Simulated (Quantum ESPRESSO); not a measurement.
Several settings converged on Ir (Fm-3m, 1 atom in the cell)

```
CELL_PARAMETERS angstrom
     -1.91040     0.00000     1.91040
      0.00000     1.91040     1.91040
     -1.91040     1.91040     0.00000
ATOMIC_POSITIONS crystal
  Ir 0.00000 0.00000 0.00000
```

Base method: PBE, PseudoDojo standard norm-conserving (PBE) pseudopotentials (plane waves; Quantum ESPRESSO).

Base settings: ecutwfc = 70 Ry; occupations = smearing; smearing = gauss; degauss = 0.0073499 Ry; potentials = {Ir: Ir.upf}; K_POINTS = automatic 15 15 15 0 0 0; conv_thr = 1e-11 Ry; mixing_beta = 0.7.

The count of work is k-points × plane waves × bands × iterations; it is no time. Core times come from one kind of shared machine, to one figure; runs under 30 s give none.

**Shifted k-point meshes**

Only quantities that move along the ladder and can be compared are tabulated.

```tsv
K_POINTS	free energy less the last step's (meV/atom)	pressure (GPa)	count of work / last	core time / last (rough)
automatic 3 3 3 1 1 1	97.51	15.20	0.0059	–
automatic 5 5 5 1 1 1	0.59	14.26	0.019	–
automatic 7 7 7 1 1 1	11.82	14.39	0.043	–
automatic 9 9 9 1 1 1	0.81	14.23	0.073	–
automatic 11 11 11 1 1 1	2.94	14.19	0.14	0.1
automatic 14 14 14 1 1 1	-0.25	14.12	0.28	0.2
automatic 17 17 17 1 1 1	-0.15	14.14	0.42	0.3
automatic 21 21 21 1 1 1	-0.01	14.14	0.77	0.7
automatic 23 23 23 1 1 1	0.00	14.15	1.0	1
```

Coarsest K_POINTS that holds the free energy within 5 meV/atom of the last step, with all finer ones: automatic 9 9 9 1 1 1, at 0.073 of the last step's count of work; the step before is off by 12 meV/atom.

Coarsest K_POINTS that holds the pressure within 0.2 GPa of the last step, with all finer ones: automatic 9 9 9 1 1 1, at 0.073 of the last step's count of work; the step before is off by 0.23 GPa.

**The width of Fermi-Dirac smearing**

In this ladder: smearing = fd; K_POINTS = automatic 24 24 24 0 0 0.

Narrow widths need finer meshes than wide ones, so the last steps can hold mesh noise.

Only quantities that move along the ladder and can be compared are tabulated; pressure and forces are left out, as mesh noise rules them at narrow widths.

| degauss | free energy less the last step's (meV/atom) | energy extrapolated to zero width less the last step's (meV/atom) | core time / last (rough) |
|---|---|---|---|
| 0.073499 Ry | -1486.67 | -89.59 | 0.8 |
| 0.036749 Ry | -386.27 | -2.23 | 1.0 |
| 0.02205 Ry | -135.22 | 3.03 | 0.8 |
| 0.0147 Ry | -56.88 | 1.28 | 0.9 |
| 0.0073499 Ry | -11.20 | 0.05 | 0.7 |
| 0.0036749 Ry | 0.00 | 0.00 | 1 |

Widest degauss that holds the free energy within 5 meV/atom: not settled: the last two steps still differ by 11 meV/atom, over half the tolerance, so the ladder does not show it.

Widest degauss that holds the energy extrapolated to zero width within 1 meV/atom of the last step, with all finer ones: 0.0073499 Ry; the step before is off by 1.3 meV/atom.

The extrapolation to zero width removes most of the smearing's effect on the energy.

**The width of cold smearing**

In this ladder: smearing = cold; K_POINTS = automatic 24 24 24 0 0 0.

Narrow widths need finer meshes than wide ones, so the last steps can hold mesh noise.

Only quantities that move along the ladder and can be compared are tabulated; pressure and forces are left out, as mesh noise rules them at narrow widths.

```tsv
degauss	free energy less the last step's (meV/atom)
0.073499 Ry	-3.03
0.036749 Ry	-2.64
0.02205 Ry	-1.78
0.0147 Ry	-0.85
0.0073499 Ry	-0.23
0.0036749 Ry	0.00
```

Widest degauss that holds the free energy within 1 meV/atom of the last step, with all finer ones: 0.0147 Ry; the step before is off by 1.8 meV/atom.

Two neighbours can agree and both be off: 0.073499 Ry and 0.036749 Ry differ by 0.39 meV/atom in the free energy, yet lie about 2.6 meV/atom from the last step.

On the base run: the starting cell has typed, rounded lattice constants, without a prior relaxation at this level. Its lattice was rescaled by up to half a per cent. Spin polarisation is off. In the base run, with a pressure of about 14 GPa the cell is away from its equilibrium volume at this level.

Left out of this page: 4 runs of the series outside the window shown, repeating another row's setting, or not comparable.
